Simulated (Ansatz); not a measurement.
Pt: energy against volume

Pt (fcc, Fm-3m, 15.311 Å³/atom and stress up to 0.01 GPa in the relaxed cell, cube axes along x, y and z) under an equal strain ε along all three axes. r2SCAN in Ansatz, a plane-wave DFT program (PAW, default set), 500 eV, 29×29×29 Γ-centred mesh, Fermi-Dirac smearing 0.10 eV.

Here V stands for volume and E for E less E0.

```csv
volume (Å³/atom),E less E0 (meV/atom),pressure (GPa)
13.9743,?,?
14.4109,48.76,19.27
14.6326,26.41,13.84
14.8566,11.12,8.83
15.0828,2.46,4.23
15.3114,0.00,0.00
15.5422,3.35,-3.88
15.7753,12.13,-7.42
16.0108,25.97,-10.66
16.2485,44.53,-13.61
```

Q: Using the third-order Birch-Murnaghan form, a cubic in V^(-2/3), estimate the missing E at V = 13.9743 from the other rows, showing the fit.

A: With u = V^(-2/3) - 0.162, the rows have u = 0.006865, 0.005155, 0.003470, 0.001812, 0.000177, -0.001432, -0.003018, -0.004581, -0.006120. Least squares gives E = 0.097 - 706.19·u + 1101411·u² + 4966780·u³. Residuals (row less fit): -0.003, 0.004, 0.004, -0.003, -0.007, -0.002, 0.006, 0.002, -0.003; standard error 0.006 (degrees of freedom: 5). Its minimum lies at u = 0.000320, so V0 = (0.162320)^(-3/2) = 15.29. There d²E/du² = 2212000 and d³E/du³ = 2.980e7, so B0 = (4/9) × 15.29^(-7/3) × 2212000 × 0.160218 = 271 GPa (the last factor turns the table's units into GPa), and B0' = 4 + (2/3) × 0.162320 × (2.980e7)/2212000 = 5.5. B0' rests on the cubic coefficient alone and has a standard error of 0.1 from these residuals. At the withheld row, u = 0.010364, so E = 0.097 - 706.19 × 0.010364 + 1101411 × 0.010364² + 4966780 × 0.010364³ = 116.612 meV/atom. The calculation gives 116.54 meV/atom, 0.072 meV/atom below the prediction (0.1 % of the range of E in the table). The row lies outside the fitted rows, so this is an extrapolation. The scatter of the fitted rows lies at the last printed digit.

In a metal these values are sensitive to mesh and smearing; energies are taken to zero smearing, stresses follow the free energy. The runs aren't spin-polarised. Spin-orbit coupling is left out, which can shift these values for the heavy elements here. Other structures, which can take over under pressure, weren't tried. The same form fitted to the pressure column gives B0' = 5.5; series where the two differ by over 0.4 aren't shown. Rows are the converged runs of the series near zero and its far end, less any whose ions stayed unrelaxed beside relaxed ones; series whose fitted rows scatter by over a few per cent of the range, as at a crossing or softening among them, aren't shown in this form.
